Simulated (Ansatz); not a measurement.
```yaml
crystal:
  lattice:
    - [3.15032, 0.00000, 0.00000]
    - [1.57516, 2.72825, 0.00000]
    - [0.00000, 0.00000, 5.09812]
  atoms:
    - { symbol: Hf, position: [0.66667, 0.66667, 0.75000] }
    - { symbol: Hf, position: [0.33333, 0.33333, 0.25000] }
```

No spin polarisation.

All numbers come from r2SCAN (Ansatz, an electronic-structure program; PAW; 500 eV plane waves; no spin-orbit coupling). k-mesh 21×21×12 (Γ-centred); smearing 0.1 eV (Fermi–Dirac).

Predict the band gap and in-plane stress.

The band gap is zero and the mean in-plane stress (compression positive) is +3.5 GPa.

The cells carry an imposed strain or load. Whether these cells are dynamically stable was not tested. The final runs are not spin-polarised. The cell was made from Hf in the hcp (Mg type) structure (space group P6_3/mmc, No. 194) by this change: biaxial strain −1.50 %, plane normal [001], relaxed out of plane.
